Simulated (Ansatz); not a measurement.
Take SrZrO₃ in the cubic perovskite structure (space group Pm-3m, No. 221; a = 4.1299 Å) as the base.

Now apply this change: Hf takes the place of Zr on all its sites, then cell and atoms are relaxed.

Levels (all Ansatz, an electronic-structure program, PAW): PBEsol (420 eV, spin-orbit coupling left out); PBEsol+SOC (420 eV, spin-orbit coupling included).

The geometry is relaxed with PBEsol.

| Item | Result |
|---|---|
| PBEsol lowest conduction level above the VBM at special points | Γ 3.72 eV; X 4.30 eV; R 6.20 eV; M 6.54 eV |
| PBEsol smallest direct gap | 3.90 eV |
| PBEsol pressure | -0.01 GPa |

What does PBEsol+SOC give at this geometry for the lowest conduction level above the VBM at special points, smallest direct gap, pressure and hole mass?

The lowest conduction level above the VBM at special points changes from Γ 3.72 eV; X 4.30 eV; R 6.20 eV; M 6.54 eV to Γ 3.64 eV; X 4.29 eV; R 6.15 eV; M 6.44 eV; the smallest direct gap decreases by 0.19 eV, from 3.90 eV to 3.71 eV; the pressure drops by 0.18 GPa (-0.01 GPa → -0.19 GPa); the hole mass (degenerate bands, along [100]) comes out as 0.88, 2.3 mₑ (at R).

Single points use the geometry relaxed with PBEsol. The spin-orbit shifts are approximate. With Hf present, leaving out spin-orbit coupling can change the band edges. Effective masses come from finite differences of ±0.01 Å⁻¹. Whether these cells are dynamically stable was not tested. Many cubic perovskites are stable only at high temperature; tilts and polar distortions were not tested.
